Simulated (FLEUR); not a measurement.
Band structure of Cs (Im-3m, 1 atom in the cell).

```
Cs
1.0
   -3.05549     3.05549     3.05549
    3.05549    -3.05549     3.05549
    3.05549     3.05549    -3.05549
Cs
1
Direct
  0.00000   0.00000   0.00000
```

Computed with PBE, all-electron FLAPW (FLEUR), scalar-relativistic valence.

Settings: Kmax = 3.8 1/bohr; GmaxXC = 15.2 1/bohr; xcFunctional = pbe; jspins = 1; l_soc = F; mode = hist; fermiSmearingEnergy = 0.00499791 Htr; mesh (inpgen div1-3) = 5 5 5; inpgen gamma flag = false; Gmax = 15.2 1/bohr; numbands = 0; maxIterBroyd = 15; imix = Anderson; alpha = 0.05.

The starting cell has typed, rounded lattice constants, without a prior relaxation at this level. Its lattice was rescaled by a random factor within 2.5 % of one. Values depend on the basis (sphere radii, cutoffs, local orbitals), which need not be converged.

Levels in eV from the Fermi level, bands 1 to 7:
| point | 1 | 2 | 3 | 4 | 5 | 6 | 7 |
|---|---|---|---|---|---|---|---|
| Γ | -23.84 | -10.58 | -10.58 | -10.58 | -1.68 | 2.50 | 2.50 |
| H | -23.83 | -10.68 | -10.68 | -10.68 | 0.65 | 0.65 | 3.02 |
| N | -23.84 | -10.72 | -10.63 | -10.58 | 0.04 | 0.89 | 1.65 |
| P | -23.84 | -10.65 | -10.65 | -10.65 | 1.00 | 1.00 | 1.00 |
